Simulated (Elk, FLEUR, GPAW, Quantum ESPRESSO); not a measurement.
# Code comparison for GdAlNi4 (Cmmm, 6 atoms in the cell)

Self-consistent single point.

```xyz
6
Lattice="2.4844 -4.1712 0.0000 2.4844 4.1712 0.0000 0.0000 0.0000 3.9631" Properties=species:S:1:pos:R:3 pbc="T T T"
Gd     2.4844     0.0000     0.0000
Al     0.0000     0.0000     1.9816
Ni     2.4844     2.7670     0.0000
Ni     2.4844    -2.7670     0.0000
Ni     1.2422     2.0856     1.9816
Ni     1.2422    -2.0856     1.9816
```
Moments meant for the start (each program seeds them in its own way; μB, in the order of the atoms Gd Al Ni Ni Ni Ni): 7.0 0.0 0.0 0.0 0.0 0.0.

All programs got the same cell, k-point mesh and kind of occupations, and the same starting moments (in FLEUR's words: jspins = 2; fermiSmearingEnergy = 0.00999582 Htr; mesh (inpgen div1-3) = 4 4 5); potentials, basis and cutoffs are each program's usual ones.

```tsv
code	model	largest force (eV/Å)	size of the net moment (μB/atom)	cutoff
FLEUR	LDA (Vosko-Wilk-Nusair), all-electron FLAPW (FLEUR), scalar-relativistic valence	0.091	1.18	Kmax 3.8 1/bohr
Elk	LDA (PW92), all-electron FP-LAPW, Elk's shipped species files, APW+lo basis with extra local orbitals	–	1.18	rgkmax 7.5
GPAW	LDA (Perdew-Wang 92), GPAW PAW datasets LDA (gpaw-data 1.0.1)	0.106	1.18	850 eV
Quantum ESPRESSO	LDA (PZ), SSSP 1.1.2 efficiency (PBE) pseudopotentials	0.131	1.18	50 Ry
```

A dash marks a value that a program does not give, or that is left out as unsure.

The spread over the programs that give each value: largest force within 0.040 eV/Å; size of the net moment within 0.00 μB/atom.

The starting cell comes from a database of computed structures (which also holds hypothetical and non-ambient phases and stackings), without a prior relaxation at this level. Its lattice was rescaled by a random factor within 2.5 % of one. On FLEUR's run: Spin-orbit coupling is off. With one magnetic atom in the cell only a parallel order is possible. With U or open f shells several self-consistent states can exist. The f electrons are in the valence without U or exact exchange, which can misplace them near the Fermi level. Spin-orbit terms, which matter for f shells, are left out. Values depend on the basis (sphere radii, cutoffs, local orbitals), which need not be converged.

Question: Why do the programs differ, and what cannot be compared?

Answer: Differences of this kind can come from the potentials, where these differ, and from what each basis and cutoff leave unconverged. The valence holds different numbers of electrons (FLEUR 85, GPAW 85, Quantum ESPRESSO 93). The zero of total energies and Fermi levels follows the potentials and each program's conventions, so they are not compared here. FLEUR and Elk treat all electrons, but the usual bases taken here (sphere radii, linearisation, local orbitals, empty states) were not tested for convergence, so the values are no reference for the others. The same LDA comes in different parametrisations, which differ slightly. Site moments depend on each program's spheres or projections; the total moment of the cell does not.

Left out of this page: Ansatz (with a known weakness of the program).
